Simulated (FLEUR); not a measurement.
Input and output of a self-consistent single point for ZnSe (F-43m, 2 atoms in the cell) (FLEUR).

Level of theory: PBE+U, all-electron FLAPW (FLEUR), scalar-relativistic valence.

```
ZnSe
1.0
    0.00000     2.82027     2.82027
    2.82027     0.00000     2.82027
    2.82027     2.82027     0.00000
Zn Se
1 1
Direct
  0.00000   0.00000   0.00000
  0.75000   0.75000   0.75000
```

Reference input (self-consistent single point, DFT, PBE, all-electron FLAPW (FLEUR), scalar-relativistic valence): Kmax = 3.8 1/bohr; GmaxXC = 11.4 1/bohr; xcFunctional = pbe; jspins = 1; l_soc = F; mode = hist; fermiSmearingEnergy = 0.00073499 Htr; mesh (inpgen div1-3) = 10 10 10; inpgen gamma flag = true; Gmax = 11.4 1/bohr; numbands = 0; maxIterBroyd = 99. This run's input differs from it in these lines:

```diff
@@ -58,3 +58,3 @@
          <energyParameters s="4" p="4" d="3" f="4"/>
-         <lo type="HELO" l="2" n="4" eDeriv="0"/>
+         <ldaU l="2" U="5.0" J="0.0" l_amf="F"/>
       </species>
```

Log, with long lists cut:

```
 Iteration:     1   Distance:       7.96188171 me/bohr^3
 Iteration:     2   Distance:       5.50037842 me/bohr^3
 Iteration:     3   Distance:       5.07297762 me/bohr^3
 Iteration:     4   Distance:       3.22259142 me/bohr^3
 Iteration:     5   Distance:       1.23716594 me/bohr^3
   [... 6 lines left out ...]
 Iteration:    12   Distance:       0.00046483 me/bohr^3
 Iteration:    13   Distance:       0.00041013 me/bohr^3
 Iteration:    14   Distance:       0.00005215 me/bohr^3
 Iteration:    15   Distance:       0.00000661 me/bohr^3
 Run finished successfully
 Stop message:
   Structural relaxation: Done

[file out, last iteration]
             iter=     16
[...]
          total density-effective poten   -6.7536933804E+03
          total charge density-energy d   -1.5978149703E+02
 spin #  1
n-matrix for atom #   1
V-matrix for atom #   1
 using the atomic limit of LDA+U
 -0.86000214664978980
 Updated energy parameters for spin:           1
[...]
 fermi energy and band-weighting factors:

[...]
FERMIE:
          first approx. to ef    (T=0)  :   0.155113 htr   (energy of the highest occ. eigenvalue)
          number of occ. states  (T=0)  :        658
          first approx. to seigv (T=0)  : -17.196245 htr
          sum of weights of occ. states :  14.000000
          sum of semicore charge        :   0.000000 e
FERHIS:  Fermi-Energy by histogram:
   [... lines left out ...]
          bandgap                     :   0.057845 htr
          charge neutrality (T=0)     :   0.000000    (zero if the highest occ. eigenvalue is "entirely" occupied)
 Direct bandgap for spin            1 :    5.7845098829781866E-002  Htr
 ---->    free energy=                     -4226.3691623857 htr
   [... lines left out ...]
      extrapolation for T->0
 ---->    total electron energy=           -4226.3691623857 htr
 ***** TOTAL FORCES ON ATOMS *****
 TOTAL FORCE FOR ATOM TYPE=  1  X=  0.000   Y=  0.000   Z=  0.000
                       FX_TOT= 0.000000 FY_TOT= 0.000000 FZ_TOT= 0.000000
 TOTAL FORCE FOR ATOM TYPE=  2  X= -2.665   Y= -2.665   Z= -2.665
                       FX_TOT= 0.000000 FY_TOT= 0.000000 FZ_TOT= 0.000000
 Structural relaxation: Done
```

The run converged in 15 iterations. FLEUR gives forces in its relaxation mode, with a further iteration, so its stop message speaks of a relaxation. Against the reference run the gap on the mesh goes from 1.350 to 1.574 eV.

The starting cell comes from a database of computed structures (which also holds hypothetical and non-ambient phases and stackings), without a prior relaxation at this level. Its lattice was rescaled by a random factor within 2.5 % of one. Spin polarisation is off. The U value is a test value. Values depend on the basis (sphere radii, cutoffs, local orbitals), which need not be converged.

Cost on one core of a shared machine: roughly 70 s.
